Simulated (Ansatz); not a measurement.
Data:

```
GaAs
1.0
    0.00000     2.80722     2.80722
    2.80722     0.00000     2.80722
    2.80722     2.80722     0.00000
As Ga
1 1
Direct
  0.75000   0.75000   0.75000
  0.00000   0.00000   0.00000
```

No spin polarisation.

Level of theory: DFT with r2SCAN, PAW potentials and a 500 eV plane-wave cutoff in Ansatz (a first-principles code), no spin-orbit coupling, earlier PAW set. Settings: 10×10×10 k-points, 0.05 eV Fermi–Dirac smearing.

### Question
Estimate the width of the top valence band.

### Answer
3.53 eV.

### Question
Estimate the band gap.

### Answer
1.19 eV.

### Question
What hole mass (degenerate bands, along [100]) does the calculation give?

### Answer
0.060, 0.33, 0.33 mₑ (at Γ).

### Question
What gap character does the calculation give?

### Answer
Direct at Γ.

Load acts through the strain it causes; cell and atoms are relaxed under it. Effective masses come from finite differences of ±0.01 Å⁻¹. Stability against distortions was not tested. Tetrahedral semiconductors of this kind turn to denser phases somewhere between about 1 and 50 GPa; those were not computed, so compressed cells here can lie past the real transition. The cell was made from GaAs in the zinc blende structure (space group F-43m, No. 216) by this change: pressure 2.1 GPa.
